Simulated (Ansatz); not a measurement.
Consider PbTe in the rock salt structure (space group Fm-3m, No. 225; a = 6.5695 Å).

Method: PBE (Ansatz, a first-principles code, PAW, spin-orbit coupling left out).

For the base:

Valley order: L along ⟨111⟩ 0.83 eV; a point along ⟨110⟩, about 0.5 Å⁻¹ from Γ 1.36 eV; a point along ⟨100⟩, about 0.3 Å⁻¹ from Γ 1.81 eV
Hole mass: 0.49 mₑ along k, 0.092 mₑ across (at L)

Modification: every lattice vector is shortened by 1.50 %; the atoms relax in the strained cell.

**Question.** Predict the new valley order.

**Answer.** The valley order (the lowest conduction-band minima on the path, energy above the VBM, named in the base's zone) goes from L along ⟨111⟩ 0.83 eV; a point along ⟨110⟩, about 0.5 Å⁻¹ from Γ 1.36 eV; a point along ⟨100⟩, about 0.3 Å⁻¹ from Γ 1.81 eV to L along ⟨111⟩ 0.74 eV; a point along ⟨110⟩, about 0.5 Å⁻¹ from Γ 1.31 eV; a point along ⟨100⟩, about 0.3 Å⁻¹ from Γ 1.75 eV.

**Question.** What does the calculation give for the energy relative to the base after the change?

**Answer.** The energy increases by 9.0 meV/atom.

**Question.** Predict the new hole mass.

**Answer.** The hole mass becomes 0.43 mₑ along k, 0.078 mₑ across (at L) (base: 0.49 mₑ along k, 0.092 mₑ across (at L)).

With Pb and Te present, leaving out spin-orbit coupling can change the band edges. The levels and masses belong to the bands next to the band gap. Effective masses come from finite differences of ±0.01 Å⁻¹. Along k means along the line from Γ to the band edge. Whether these cells are dynamically stable was not tested.
